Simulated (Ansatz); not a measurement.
Base system: Ir in the fcc (Cu type) structure (space group Fm-3m, No. 225).

```yaml
crystal:
  lattice:
    - [0.00000, 1.92221, 1.92221]
    - [1.92221, 0.00000, 1.92221]
    - [1.92221, 1.92221, 0.00000]
  atoms:
    - { symbol: Ir, position: [0.00000, 0.00000, 0.00000] }
```

Cartesian axes are those of the cell as printed.

The values are results of r2SCAN (Ansatz, a program for electronic structure), without spin-orbit coupling, not measurements.

Free-standing slabs (1 atom(s) a layer) normal to [111] with 15 Å of vacuum; in-plane cell held at bulk.

One change was made to it. Results:

The excess energy per area of both faces (slab less bulk energy over the cell's area: twice a surface energy) is 5.10 J/m² (uncertain by up to 0.05 J/m²); the shortest interatomic distance falls by 0.0737 Å, from 2.718 Å to 2.645 Å; the band gap is still zero.

Question: Name the change that was made.
(A) 2 layers
(B) 7 layers
(C) 6 layers

Answer: A, 2 layers. For comparison, the shortest interatomic distance in the other runs: 7 layers gives 2.676 Å; 6 layers gives 2.677 Å.

Slab and bulk use different k-meshes, which limits the precision of the excess energy. Stability against distortions was not tested. The final runs are not spin-polarised.
